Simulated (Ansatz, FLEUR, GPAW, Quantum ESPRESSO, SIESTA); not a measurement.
# Code comparison for PdPtAu (P3m1, 3 atoms in the cell)

Self-consistent single point, at a second geometry (lattice scaled by 0.98). First geometry:

```
PdPtAu
1.0
    2.84952     0.00000     0.00000
   -1.42476     2.46776     0.00000
    0.00000     0.00000     6.98638
Pd Pt Au
1 1 1
Cartesian
  0.00000   0.00000   2.36112
  1.42476   0.82258   4.60465
  0.00000   1.64517   0.02061
```

Shared settings, as Ansatz (an electronic-structure program) writes them: kpoints.mp_grid.grid = 16 16 6; scf.occupations.method = gaussian; scf.occupations.width = 0.136 eV. Potentials and cutoffs stand in the table.

```csv
code,model,ΔF from the first geometry (meV/atom),pressure (GPa),largest force (eV/Å),cutoff
FLEUR,"LDA (Vosko-Wilk-Nusair), all-electron FLAPW (FLEUR), scalar-relativistic valence",–,–,0.194,Kmax 4 1/bohr
SIESTA,"LDA PW92, numerical atomic orbitals DZP, PseudoDojo LDA standard norm-conserving potentials (rewritten from UPF to PSML)",-61.7,-4.31,0.263,grid 400 Ry
Ansatz,"LDA (PW92), PAW files made with PBE",-61.8,-4.40,0.187,420 eV
GPAW,"LDA (Perdew-Wang 92), GPAW PAW datasets LDA (gpaw-data 1.0.1)",-52.9,-2.82,0.059,550 eV
Quantum ESPRESSO,"LDA (PZ), GBRV 1.5 ultrasoft (LDA) pseudopotentials",-61.1,-4.59,0.220,40 Ry
```

Size of the force on each atom (eV/Å): Sizes of forces hide their directions.

| code | Pd1 | Pt2 | Au3 |
|---|---|---|---|
| FLEUR | 0.194 | 0.173 | 0.020 |
| SIESTA | 0.263 | 0.222 | 0.044 |
| Ansatz | 0.187 | 0.171 | 0.016 |
| GPAW | 0.055 | 0.059 | 0.003 |
| Quantum ESPRESSO | 0.199 | 0.220 | 0.021 |

A dash marks a value that a program does not give, or that is left out as unsure.

On Ansatz's run: spin-orbit coupling is off. Spin polarisation is off.

The spread over the programs that give each value: ΔF from the first geometry within 8.9 meV/atom; pressure within 1.77 GPa; largest force within 0.204 eV/Å.

SIESTA uses small atom-centred bases, whose incompleteness enters pressures, forces and empty levels differently from a plane-wave cutoff. FLEUR treats all electrons, but the usual bases taken here (sphere radii, linearisation, local orbitals, empty states) were not tested for convergence, so the values are no reference for the others. Ansatz's pressure is given at a fixed set of plane waves, as the other plane-wave codes print theirs; with its correction for the finite basis it is -4.36 GPa. The same LDA comes in different parametrisations, which differ slightly. In the pressure, GPAW (by 1.58) lies more than 1 GPa from the median of the plane-wave programs. In the force vectors, GPAW (by 0.131) lies more than 0.08 eV/Å from the median of the plane-wave programs.

The starting cell comes from a database of computed structures (which also holds hypothetical and non-ambient phases and stackings), without a prior relaxation at this level. For this run, on top of that: lattice scaled by 0.98.

Keys are those of Ansatz 0.2.
